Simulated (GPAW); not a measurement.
**Worked example: self-consistent single point of HfO2 (Fm-3m, 3 atoms in the cell) in GPAW**

Level of theory: PBE, GPAW PAW datasets PBE (gpaw-data 1.0.1) (plane waves; GPAW).

This input was run:

```python
from ase import Atoms
from ase.units import GPa
from gpaw import GPAW, PW, FermiDirac

atoms = Atoms(['Hf', 'O', 'O'],
              cell=[[0.000000, 2.541778, 2.541778],
                    [2.541778, 0.000000, 2.541778],
                    [2.541778, 2.541778, 0.000000]],
              scaled_positions=[[0.000000, 0.000000, 0.000000],
                                [0.250000, 0.250000, 0.250000],
                                [0.750000, 0.750000, 0.750000]],
              pbc=True)

calc = GPAW(mode=PW(950),
            xc='PBE',
            kpts=(9, 9, 9),
            occupations=FermiDirac(0.02),
            nbands=-8,
            convergence={'bands': -6},
            symmetry={'symmorphic': False, 'tolerance': 0.0005},
            maxiter=150,
            txt='-')

atoms.calc = calc

energy = atoms.get_potential_energy()
print('Energy (eV):', round(energy, 6))
forces = atoms.get_forces()
print('Forces (eV/Ang):')
print(forces.round(5))
stress = atoms.get_stress()
print('Stress (GPa, Voigt):', (stress / GPa).round(4))
```

Output (repeated stretches shortened):

```
Input parameters:
  convergence: {bands: -6}
  kpts: [9 9 9]
  maxiter: 150
  mode: {ecut: 950.0,
         name: pw}
  nbands: -8
  occupations: {fixmagmom: False,
                name: fermi-dirac,
                width: 0.02}
  symmetry: {symmorphic: False,
             tolerance: 0.0005}
  xc: PBE

species:
  Hf:
    name: Hafnium
    Z: 72.0
    valence: 12
    core: 60
    charge: 0.0
    file: Hf.PBE.gz

    # Using partial waves for Hf as LCAO basis

  O:
    name: Oxygen
    Z: 8.0
    valence: 6
    core: 2
    charge: 0.0
    file: O.PBE.gz

    # Using partial waves for O as LCAO basis

Reference energy: -413967.819878  # eV

Spin-paired calculation

Convergence criteria:
 Maximum [total energy] change in last 3 cyles: 0.0005 eV / valence electron
 Maximum integral of absolute [dens]ity change: 0.0001 electrons / valence electron
 Maximum integral of absolute [eigenst]ate change: 4e-08 eV^2 / valence electron
 Maximum number of scf [iter]ations: 150

Symmetries present (total): 48
Symmetries with fractional translations: 0
729 k-points: 9 x 9 x 9 Monkhorst-Pack grid
35 k-points in the irreducible part of the Brillouin zone
       k-points in crystal coordinates                weights
   0:     0.00000000    0.00000000    0.00000000          1/729
   1:     0.11111111    0.11111111    0.00000000          6/729
   2:     0.11111111    0.11111111    0.11111111          8/729
   [... 7 lines left out ...]
          ...
  34:     0.44444444    0.44444444    0.44444444          8/729

Wave functions: Plane wave expansion
  Cutoff energy: 950.000 eV
  Number of coefficients (min, max): 2133, 2195
  Pulay-stress correction: 0.000000 eV/Ang^3 (de/decut=0.000000)

Occupation numbers: Fermi-Dirac:
  width: 0.0200  # eV

Eigensolver

Densities:
  Coarse grid: 27*27*27 grid
  Fine grid: 54*54*54 grid
  Total Charge: 0.000000

Density mixing:
  Method: separate
  Backend: pulay
  Linear mixing parameter: 0.05
  old densities: 5
  Damping of long wavelength oscillations: 50

Hamiltonian:
  XC and Coulomb potentials evaluated on a 54*54*54 grid
  External potential:
    NoExternalPotential

XC parameters: PBE with 2 nearest neighbor stencil

Number of atoms: 3
Number of atomic orbitals: 21
Number of bands in calculation: 20
Number of valence electrons: 24
Bands to converge: 14

Density initialized from atomic densities
  20 bands from LCAO basis set

Atomic positions and initial magnetic moments

Positions:
   0 Hf     0.000000    0.000000    0.000000    ( 0.0000,  0.0000,  0.0000)
   1 O      1.270889    1.270889    1.270889    ( 0.0000,  0.0000,  0.0000)
   2 O      3.812667    3.812667    3.812667    ( 0.0000,  0.0000,  0.0000)

Unit cell:
           periodic     x           y           z      points  spacing
  1. axis:    yes    0.000000    2.541778    2.541778    27     0.1087
  2. axis:    yes    2.541778    0.000000    2.541778    27     0.1087
  3. axis:    yes    2.541778    2.541778    0.000000    27     0.1087

  Lengths:   3.594617   3.594617   3.594617
  Angles:   60.000000  60.000000  60.000000

Effective grid spacing dv^(1/3) = 0.1186

     iter     time        total  log10-change:
                         energy   eigst   dens
iter:   1 --:--:--   -32.196752   +0.46
iter:   2 --:--:--   -31.077446   -0.89  -0.88
iter:   3 --:--:--   -28.151616   -0.58  -0.93
iter:   4 --:--:--   -28.185906   -1.91  -1.31
iter:   5 --:--:--   -28.128645   -1.42  -1.41
iter:   6 --:--:--   -28.128945   -2.67  -2.46
iter:   7 --:--:--   -28.130261c  -3.14  -2.46
iter:   8 --:--:--   -28.126988c  -3.14  -2.47
iter:   9 --:--:--   -28.130152c  -2.76  -2.46
iter:  10 --:--:--   -28.130146c  -4.21  -2.40
iter:  11 --:--:--   -28.135807c  -2.30  -2.39
iter:  12 --:--:--   -28.130846c  -4.07  -2.22
   [... 3 lines left out ...]
iter:  16 --:--:--   -28.124088c  -5.27  -3.32
iter:  17 --:--:--   -28.124086c  -6.11  -3.59
iter:  18 --:--:--   -28.124084c  -5.66  -3.72
iter:  19 --:--:--   -28.124093c  -5.94  -3.88
iter:  20 --:--:--   -28.124085c  -6.32  -3.82
iter:  21 --:--:--   -28.124085c  -6.87  -4.04c
iter:  22 --:--:--   -28.124085c  -7.46c -4.11c

Converged after 22 iterations.

Dipole moment: (-0.000000, -0.000000, -0.000000) |e|*Ang

Energy contributions relative to reference atoms: (reference = -413967.819878)

Kinetic:        +23.901141
Potential:      -27.583225
External:        +0.000000
XC:             -24.755826
Entropy (-ST):   -0.000000
Local:           +0.313825
SIC:             +0.000000
--------------------------
Free energy:    -28.124085
Extrapolated:   -28.124085

Showing only first 2 kpts
 Kpt  Band  Eigenvalues  Occupancy
  0    10      7.74154    2.00000
  0    11      7.74154    2.00000
  0    12     12.20180    0.00000
  0    13     12.20180    0.00000

  1    10      7.76126    2.00000
  1    11      7.76126    2.00000
  1    12     12.35656    0.00000
  1    13     12.56307    0.00000

Fermi level: 8.79433

Gap: 3.888 eV
Transition (v -> c):
  (s=0, k=29, n=11, [0.44, 0.44, -0.11]) -> (s=0, k=30, n=12, [0.44, 0.44, 0.00])
Direct/indirect transitions are different
Direct gap: 4.001 eV
Transition at: (s=0, k=29, n=11, [0.44, 0.44, -0.11])
Energy (eV): -28.124085

Forces in eV/Ang:
  0 Hf    0.00000   -0.00000   -0.00000
  1 O    -0.00000    0.00000   -0.00000
  2 O     0.00000    0.00000   -0.00000

Stress tensor:
    -0.012248     0.000000     0.000000
     0.000000    -0.012248    -0.000000
     0.000000    -0.000000    -0.012248
Stress (GPa, Voigt): [-1.9624 -1.9624 -1.9624 -0.      0.      0.    ]
```

The run converged in 22 iterations. GPAW prints stress with tension positive.

At such cutoffs GPAW's stress carries a finite-basis (Pulay) error, which enters relaxed cells too; its log prints stress with tension positive.

The starting cell has typed, rounded lattice constants, without a prior relaxation at this level. Its lattice was rescaled by a random factor within 2.5 % of one. Spin-orbit coupling is off. Another mesh or the band path of this cell gives a smaller gap, so this value is not converged in the mesh.

Cost on one core of a shared machine: roughly 80 s.
